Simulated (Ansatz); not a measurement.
The reference is TiB$_{2}$ (space group P6/mmm, No. 191; a = 2.994 Å, c = 3.160 Å). Axes: x lies along a and z along c of the hexagonal cell.

Level of theory: Ansatz (a program for electronic structure) LDA, no SOC.

Strains are applied to the cell and any free atomic positions relax.

One change was made to it. Results:

| quantity | base | after |
|---|---|---|
| band gap | zero | zero |
| energy relative to the base (free energy F) | 0 meV/atom | +1.8 meV/atom |

Problem. Which change produced these results?
A. uniaxial strain ε_xx = −3.00 %
B. uniaxial strain ε_xx = −1.00 %
C. uniaxial strain ε_xx = +2.50 %
D. uniaxial strain ε_xx = −1.50 %

Solution. B, uniaxial strain ε_xx = −1.00 %. For comparison, the energy relative to the base in the other runs: uniaxial strain ε_xx = −3.00 % gives +17 meV/atom; uniaxial strain ε_xx = −1.50 % gives +4.2 meV/atom; uniaxial strain ε_xx = +2.50 % gives +11 meV/atom.

The mesh was chosen for an insulator and is coarse for the gapless case. Without a gap, meshes like the base's 13×13×10 leave anisotropic stresses uncertain by several tenths of a GPa, and small strain energies with them. Whether these cells are dynamically stable was not tested. The final runs are not spin-polarised.
